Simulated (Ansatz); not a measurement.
We consider L1₀ (CuAu-type) FePt, described by r²SCAN (Ansatz, a quantum-chemistry and plane-wave program, plane waves, PAW).

Run with plane-wave cutoff 560 eV, 20×20×16 k mesh (along the axes of the cell as run), Fermi–Dirac smearing 0.05 eV, spin-polarised with parallel moments, scalar-relativistic PAW data made under PBE.

Response to compression and expansion (c/a stays at 1.364):

Shape and atoms are relaxed at each volume.

| V (Å³/atom) | P (GPa) | moment (μB per cell of 2 atoms) |
|---|---|---|
| 13.352 | 9.85 | 3.51 |
| 13.630 | 4.64 | 3.53 |
| 13.909 | 0.01 | 3.56 |
| 14.187 | -4.10 | 3.58 |
| 14.465 | -7.74 | 3.61 |

Note: the bulk modulus comes from volumes at which shape and atoms were relaxed.
